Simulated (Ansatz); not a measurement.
TiAl: response to strain

The parent structure is TiAl (space group P4/mmm, No. 123; relaxed with 0.1 eV smearing).

```
CELL_PARAMETERS angstrom
      2.79606     0.00000     0.00000
      0.00000     2.79606     0.00000
      0.00000     0.00000     4.03776
ATOMIC_POSITIONS crystal
  Al 0.50000 0.50000 0.50000
  Ti 0.00000 0.00000 0.00000
```

Cartesian axes are those of the cell as printed.

Strains are applied to the cell and any free atomic positions relax; under biaxial strain the out-of-plane vector relaxes too; under stress the whole cell relaxes.

Method: PBEsol (Ansatz, a program for electronic structure, PAW, no spin-orbit coupling), earlier PAW set.

Notes on the quantities. pressure: mean of the normal stresses, compression positive.

| variant | pressure | volume per atom | space group |
|---|---|---|---|
| base | 0.0 GPa | 15.78 Å³ | P4/mmm (No. 123) |
| biaxial strain −2.76 %, plane normal [001], relaxed out of plane | 3.5 GPa | 15.35 Å³ | P4/mmm (No. 123) |
| biaxial strain −2.15 %, plane normal [001], relaxed out of plane | 2.7 GPa | 15.45 Å³ | P4/mmm (No. 123) |
| biaxial strain −1.06 %, plane normal [001], relaxed out of plane | 1.3 GPa | 15.62 Å³ | P4/mmm (No. 123) |
| isotropic strain +2.64 % | -8.0 GPa | 17.07 Å³ | P4/mmm (No. 123) |
| uniaxial strain ε_zz = −0.91 % | 1.1 GPa | 15.64 Å³ | P4/mmm (No. 123) |
| uniaxial strain ε_zz = +1.16 % | -1.3 GPa | 15.97 Å³ | P4/mmm (No. 123) |
| uniaxial stress, 3 GPa compression along z | – | 15.65 Å³ | P4/mmm (No. 123) |
| uniaxial stress, 2 GPa compression along z | – | 15.69 Å³ | P4/mmm (No. 123) |
| tensor shear ε_yz = −3.55 % | 0.7 GPa | 15.76 Å³ | P2/m (No. 10) |

Beyond what the load breaks, stability against distortions was not tested. The final runs are not spin-polarised.
